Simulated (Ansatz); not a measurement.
Start from Mo in the bcc (W type) structure (space group Im-3m, No. 229; a = 3.161 Å).

(Cell as relaxed with PBE.)

Levels (all Ansatz, an electronic-structure program, PAW, earlier PAW set): PBE (420 eV, no spin-orbit coupling); r2SCAN (500 eV, scalar-relativistic without spin-orbit coupling).

Each level relaxes its own structure.

| quantity | PBE | r2SCAN |
|---|---|---|
| volume per atom | 15.79 Å³ | [?] |
| lattice parameter a | 3.161 Å | [?] |
| band gap | zero | [?] |

Problem. Given the PBE results, estimate those of r2SCAN.

Solution. 
- volume per atom, r2SCAN: 15.64 Å³
- lattice parameter a, r2SCAN: 3.151 Å
- band gap, r2SCAN: zero

PBE's volume per atom lies 0.15 Å³ above r2SCAN's (0.9 %); PBE's lattice parameter a lies 0.010 Å above r2SCAN's (0.3 %); the two agree on the band gap. Neither level is exact; r2SCAN is the comparison here, not a measurement.

No phonon test of stability was made. All final runs are without spin polarisation.
